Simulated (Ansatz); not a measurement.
Band structure of HgAsPd5 (P4/mmm, 7 atoms in the cell).

```
CELL_PARAMETERS angstrom
      4.10257     0.00000     0.00000
      0.00000     4.10257     0.00000
      0.00000     0.00000     7.23312
ATOMIC_POSITIONS crystal
  Hg 0.50000 0.50000 0.00000
  As 0.00000 0.00000 0.50000
  Pd 0.00000 0.00000 0.00000
  Pd 0.50000 0.00000 0.70767
  Pd 0.50000 0.00000 0.29233
  Pd 0.00000 0.50000 0.70767
  Pd 0.00000 0.50000 0.29233
```

Method: LDA (PW92), PAW files made with PBE (plane waves; Ansatz, an electronic-structure program).

Settings: kpoints.mp_grid.grid = 6 6 3; hamiltonian.xc = lda; hamiltonian.pseudopotentials = {kind: paw} (the program's default PAW files); scf.occupations.method = gaussian; scf.occupations.width = 0.05 eV; kpoints.band_path.npoints = 8.

The starting cell comes from a database of computed structures (which also holds hypothetical and non-ambient phases and stackings), without a prior relaxation at this level. Its lattice was rescaled by a random factor within 2.5 % of one. Spin-orbit coupling is off. Spin polarisation is off; with an odd number of electrons in the cell that forces a metal, and a magnetic state may lie lower.

Levels in eV from the Fermi level, bands 60 to 67:
```tsv
point	60	61	62	63	64	65	66	67
Γ	-0.85	-0.25	-0.22	0.28	0.28	2.61	2.72	5.47
X	-1.33	-0.66	-0.20	0.04	0.27	1.25	2.26	4.27
M	-0.60	-0.60	-0.46	-0.46	0.18	0.95	0.95	1.66
Z	-0.41	-0.24	-0.22	1.04	1.85	1.85	3.36	3.36
R	-1.27	-1.11	-1.06	-0.60	2.34	2.54	2.68	3.61
A	-0.81	-0.40	-0.09	0.45	0.45	0.71	0.98	0.98
```

Bands cross the Fermi level along this path, so the cell is metallic at this level.

Keys are those of Ansatz 0.2.
